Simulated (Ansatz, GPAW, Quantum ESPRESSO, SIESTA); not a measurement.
Code comparison for CoSi (P2_13, 8 atoms in the cell)

Self-consistent single point.

```xyz
8
Lattice="4.4230 0.0000 0.0000 0.0000 4.4230 0.0000 0.0000 0.0000 4.4230" Properties=species:S:1:pos:R:3 pbc="T T T"
Co     3.7777     2.8568     1.5662
Co     2.8568     1.5662     3.7777
Co     1.5662     3.7777     2.8568
Co     0.6453     0.6453     0.6453
Si     0.6924     1.5191     2.9039
Si     1.5191     2.9039     0.6924
Si     2.9039     0.6924     1.5191
Si     3.7306     3.7306     3.7306
```

All programs got the same cell, k-point mesh and kind of occupations (in Ansatz's words: kpoints.mp_grid.grid = 9 9 9; scf.occupations.method = gaussian; scf.occupations.width = 0.272 eV); potentials, basis and cutoffs are each program's usual ones.

| code | model | pressure (GPa) | largest force (eV/Å) | k-points | cutoff |
|---|---|---|---|---|---|
| GPAW | PBE, GPAW PAW datasets PBE (gpaw-data 1.0.1) | 2.86 | 0.023 | 45 | 800 eV |
| SIESTA | GGA PBE, numerical atomic orbitals DZP, PseudoDojo PBE standard norm-conserving potentials (rewritten from UPF to PSML) | 0.61 | 0.020 | 365 | grid 300 Ry |
| Ansatz | PBE, default PAW files | 1.09 | 0.047 | 45 | 420 eV |
| Quantum ESPRESSO | PBE, PSlibrary ultrasoft (PBE) pseudopotentials | 0.81 | 0.036 | 45 | 50 Ry |

Size of the force on each atom (eV/Å): Sizes of forces hide their directions.

| code | Co1 | Co2 | Co3 | Co4 | Si5 | Si6 | Si7 | Si8 |
|---|---|---|---|---|---|---|---|---|
| GPAW | 0.023 | 0.023 | 0.023 | 0.023 | 0.013 | 0.013 | 0.013 | 0.013 |
| SIESTA | 0.020 | 0.020 | 0.020 | 0.020 | 0.005 | 0.005 | 0.005 | 0.005 |
| Ansatz | 0.047 | 0.047 | 0.047 | 0.047 | 0.020 | 0.020 | 0.020 | 0.020 |
| Quantum ESPRESSO | 0.036 | 0.036 | 0.036 | 0.036 | 0.012 | 0.012 | 0.012 | 0.012 |

The spread over the programs that give each value: pressure within 2.25 GPa; largest force within 0.027 eV/Å.

The starting cell comes from a database of computed structures (which also holds hypothetical and non-ambient phases and stackings), without a prior relaxation at this level. Its lattice was rescaled by a random factor within 2.5 % of one. On Ansatz's run: Spin polarisation is off.

Q: Why do the programs differ, and what cannot be compared?

A: Differences of this kind can come from the potentials, where these differ, and from what each basis and cutoff leave unconverged. The valence holds different numbers of electrons (GPAW 52, SIESTA 84, Ansatz (an electronic-structure program) 84, Quantum ESPRESSO 52). The zero of total energies and Fermi levels follows the potentials and each program's conventions, so they are not compared here. SIESTA uses small atom-centred bases, whose incompleteness enters pressures, forces and empty levels differently from a plane-wave cutoff. Ansatz's pressure is given at a fixed set of plane waves, as the other plane-wave codes print theirs; with its correction for the finite basis it is 1.18 GPa. The programs reduce the same mesh by symmetry to different extents, which changes the work and not the result. In the pressure, GPAW (by 1.77) lies more than 1 GPa from the median of the plane-wave programs.

Left out of this page: ABINIT (stopped by limits of time or memory); Elk and FLEUR (not drawn, or without a comparable value).

Keys are those of Ansatz 0.2.
